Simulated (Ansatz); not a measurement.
Functionals compared on a constructed model of the (100) surface of fcc Cu, a pseudomorphic layer of Mn in the host's stacking (bottom of the slab: a bare face, its two planes held), in Ansatz (plane waves, PAW). The structure was relaxed with PBE; the other rows are single points on it. Cutoff 420 eV.

Model: 7-atom slab, 11.2 Å thick at the start, 15x15x1 mesh, Fermi-Dirac 0.1 eV, dipole correction, 2 atoms held, the rest relaxed; symmetry of the start imposed; spin-polarised, ending with about 3.8 μB a cell; orders that need a larger cell were not tried, no spin-orbit, no U. It is one candidate, not shown to be the stable structure of the face. These notes are the PBE run's.

| functional | work function of the top face (eV) | magnetic moment of the cell (μB) | rough cost of the single point |
|---|---|---|---|
| PBE | 4.23 | 3.78 | – |
| RPBE | … | 3.85 | roughly 2.7 core-minutes |

What belongs in the gaps?


- RPBE, work function of the top face (eV): 4.08

Ansatz is a quantum-chemistry and plane-wave program.
